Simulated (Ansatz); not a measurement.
Quick settings and what they miss: LiPd₇ (Fm-3m, 8 atoms in the cell)

Self-consistent single point.

```xyz
8
Lattice="0.0000 3.8162 3.8162 3.8162 0.0000 3.8162 3.8162 3.8162 0.0000" Properties=species:S:1:pos:R:3 pbc="T T T"
Li     0.0000     0.0000     0.0000
Pd     3.8162     3.8162     3.8162
Pd     1.9081     1.9081     0.0000
Pd     1.9081     1.9081     3.8162
Pd     0.0000     1.9081     1.9081
Pd     3.8162     1.9081     1.9081
Pd     1.9081     0.0000     1.9081
Pd     1.9081     3.8162     1.9081
```
Moments meant for the start (each program seeds them in its own way; μB, in the order of the atoms Li Pd Pd Pd Pd Pd Pd Pd): 0.0 1.0 1.0 1.0 1.0 1.0 1.0 1.0.

Method of the run: PBEsol, default PAW files made with PBE (plane waves; Ansatz, a program for electronic structure).

Base settings: basis.ecutwfc = 420 eV; kpoints.mp_grid.grid = 9 9 9; hamiltonian.xc = pbesol; hamiltonian.pseudopotentials = {kind: paw} (the program's default PAW files); magnetization.spin_polarized = true; scf.occupations.method = gaussian; scf.occupations.width = 0.1 eV.

Tight run (finer mesh or higher cutoff; not a proven limit): basis.ecutwfc: 420 eV → 590 eV; kpoints.mp_grid.grid: 9 9 9 → 13 13 13; scf.convergence.dr2_threshold: default (1e-07 eV) → 1e-09 eV. It gave Fermi level (on the code's own zero) 18.74 eV; pressure 4.43 GPa; size of the cell's spin moment 0.00 μB.

Quick runs, as changes from the base:
- A: the base itself
- B: basis.ecutwfc: 420 eV → 210 eV; kpoints.mp_grid.grid: 9 9 9 → 2 2 2; scf.occupations.method: gaussian → fermi_dirac; scf.occupations.width: 0.1 eV → 0.272 eV; scf.convergence.dr2_threshold: default (1e-07 eV) → 0.0001 eV

Energies are extrapolated to zero smearing width, which holds to low order in the width alone.

The count of work is k-points × plane waves × bands × iterations; it is no time. 

Pressures in the table are Ansatz's without its Pulay estimate, at a fixed set of plane waves; the tight run's value above holds the estimate.

The starting cell comes from a database of computed structures (which also holds hypothetical and non-ambient phases and stackings), without a prior relaxation at this level. Its lattice was rescaled by a random factor within 2.5 % of one. The starting moments vanished: the run ended non-magnetic. The program warned that a starting moment was not kept. In the base run, with a pressure of about 4 GPa the cell is away from its equilibrium volume at this level.

```tsv
run	energy less tight (meV/atom)	pressure less tight (GPa)	count of work / tight
A	0.4	0.03	0.21
B	7111.1	-411.28	0.0076
```

Among the runs at the tight run's level, the energy misses run from 0.4 to 7111.1 meV/atom.

Left out of this page: 3 runs of the series unsound by tests on forces, stress, charge or solver warnings; 1 run of the series outside the window shown, repeating another row's setting, or not comparable.

Keys are those of Ansatz 0.2.
